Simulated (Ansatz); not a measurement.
## CdGeAs2: stress against strain

CdGeAs2 (chalcopyrite, I-42d, 26.261 Å³/atom and stress up to 0.01 GPa in the relaxed cell, c along z) under an equal strain ε in the (001) plane with the normal axis free, as in a coherent film. PBE in Ansatz, a plane-wave DFT program (PAW, default set), 420 eV, 8×8×8 Γ-centred mesh, Fermi-Dirac smearing 0.05 eV; ions are relaxed, or left where forces stay under 0.02 eV/Å, within the symmetry of each cell. Against the start cell, which lies near the measured one, the relaxed cell differs by 6.1 % in volume and 2.4 % in c; the values below rest on it. Stress is positive for a compressed cell.

Here s stands for strain and y for stress xx.

```
strain (%)  stress xx (GPa)
----------  ---------------
-1.50                  1.13
-0.75                  0.54
0.00                  -0.01
0.75                  -0.53
1.50                  -1.02
3.00                      ?
```

Problem. Fit y against s with a straight line, and predict the withheld value at s = 3.00.

Solution. Means: s 0, y 0.022. About the means, the sum of products is -4.0275 and the sum of squares of s is 5.6250; the slope is their ratio. Least squares gives y = 0.022 - 0.7160·s. Residuals (row less fit): 0.034, -0.019, -0.032, -0.015, 0.032; standard error 0.036 (degrees of freedom: 3). The slope gives the biaxial elastic modulus of this plane = 72 ± 1 GPa (± standard error of the fit, which holds the terms cut off). At the withheld row, y = 0.022 - 0.7160 × 3.00 = -2.126 GPa. The calculation gives -1.92 GPa, 0.206 GPa above the prediction (6.8 % of the range of y in the table). The row lies outside the fitted rows, so this is an extrapolation. From the scatter of the fitted rows alone, a prediction at this place has a standard error of 0.059 GPa, so the miss is 3.5 times that.

A polynomial of degree 2 through the 8 other runs of the series gives -1.92 there, so most of the miss is curvature that the fit leaves out. Rows are the converged runs of the series near zero and its far end; series whose fitted rows scatter by over a few per cent of the range, as at a crossing or softening among them, aren't shown in this form, nor equations of state whose B0' disagrees with the runs' pressures. Most that stay on the fit to the last digits aren't either.
